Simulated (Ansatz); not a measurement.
Levels about the gap of amorphous Al12As12Se36 (60 atoms in a cell of 1615 Å³, 4.18 g/cm³; zone centre alone, so wide bands show as single levels with stretches between that a denser mesh fills), at the geometry that PBE-D3(BJ) relaxed, where it gives 0.0 GPa on a denser mesh. The participation number counts the atoms over which a state spreads; weights are charges in smoothed Voronoi cells. The levels come from a single point, so bond lengths are those of that geometry. Method of the levels: PBE-D3(BJ), scalar-relativistic without spin-orbit coupling, PAW (Ansatz default set, large-core Se) (Ansatz, an electronic-structure program). Sampling: the zone centre alone; Fermi-Dirac width 0.05 eV; no spin polarisation.

It comes from a melt-quench run on a machine-learned potential (CHGNet), relaxed afterwards by DFT. The hot cell started wider than the set density and was brought back towards it in steps. It is the lowest in DFT energy of 3 quenches. It is a model cell: composition and starting density were chosen by hand, and all elements were melted together. The geometry includes D3(BJ) dispersion. Its density started from a set value of 3.99 and ended at 4.18 g/cm³. Cooling (nominally 79 K/ps over its main leg) ran many orders faster than in experiment, which tends to leave more defects and strain. One small periodic cell is one sample of the glass; other quenches scatter about these values. Volume and shape were free in the relaxation.

| E - E(highest filled), eV | filling | participation number | largest on | weight Se | weight As | weight Al |
|---|---|---|---|---|---|---|
| -0.38 | filled | 13.8 | Se, 2 neighbours | 0.85 | 0.07 | 0.08 |
| -0.32 | filled | 14.4 | Se, 2 neighbours | 0.85 | 0.11 | 0.04 |
| -0.23 | filled | 19.6 | Se, 2 neighbours | 0.81 | 0.15 | 0.04 |
| -0.22 | filled | 23.5 | Se, 2 neighbours | 0.80 | 0.14 | 0.06 |
| -0.14 | filled | 17.0 | Se, 2 neighbours | 0.83 | 0.11 | 0.06 |
| -0.11 | filled | 15.3 | Se, 2 neighbours | 0.85 | 0.09 | 0.06 |
| 0.00 | filled | 17.0 | Se, 2 neighbours | 0.80 | 0.14 | 0.06 |
| 0.97 | empty | 17.3 | As, 3 neighbours | 0.52 | 0.41 | 0.07 |
| 1.29 | empty | 22.5 | As, 4 neighbours | 0.55 | 0.38 | 0.07 |
| 1.54 | empty | 22.1 | As, 4 neighbours | 0.50 | 0.44 | 0.05 |
| 1.58 | empty | 21.5 | As, 4 neighbours | 0.45 | 0.43 | 0.12 |
| 1.67 | empty | 23.3 | As, 4 neighbours | 0.45 | 0.45 | 0.10 |
| 1.72 | empty | 26.0 | As, 3 neighbours | 0.53 | 0.41 | 0.07 |
| 1.77 | empty | 34.2 | As, 3 neighbours | 0.50 | 0.39 | 0.11 |

Most localised among these is the filled level at -0.38 eV, on a Se atom, which has 2 neighbours (Al 2.32 Å, Al 2.34 Å).
